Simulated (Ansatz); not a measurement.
The starting structures come from a database of crystals and need not be the phases stable at ambient conditions.

 Where the default PAW files enter, the runs use the earlier of Ansatz's two default sets.

The decay constant κ of evanescent states in the gap governs leakage through a thin film.

Here is the system:

```yaml
crystal:
  lattice:
    - [4.51035, 0.00000, 0.00000]
    - [0.00000, 8.05396, 0.00000]
    - [0.00000, -4.02698, 6.97493]
  atoms:
    - { symbol: La, position: [0.25000, 0.33333, 0.66667] }
    - { symbol: La, position: [0.75000, 0.66667, 0.33333] }
    - { symbol: Br, position: [0.25000, 0.70020, 0.61345] }
    - { symbol: Br, position: [0.75000, 0.29980, 0.38655] }
    - { symbol: Br, position: [0.75000, 0.61345, 0.91325] }
    - { symbol: Br, position: [0.25000, 0.38655, 0.08675] }
    - { symbol: Br, position: [0.25000, 0.91325, 0.29980] }
    - { symbol: Br, position: [0.75000, 0.08675, 0.70020] }
```

Space group of this cell: P6_3/m. The cell is taken as given.

Transport runs along the normal of the first two printed cell vectors, the (100) plane of the conventional cell.

The gap is the functional's own. No spin-orbit coupling. Mid-gap values are interpolated on the energy grid.

Task: Give the band gap and the smallest decay constant κ at mid-gap that r2SCAN in Ansatz (a first-principles code) yields.

Result: Gap 3.55 eV on a 8×6×6 mesh; κ = 0.346 1/Å, at the zone centre.
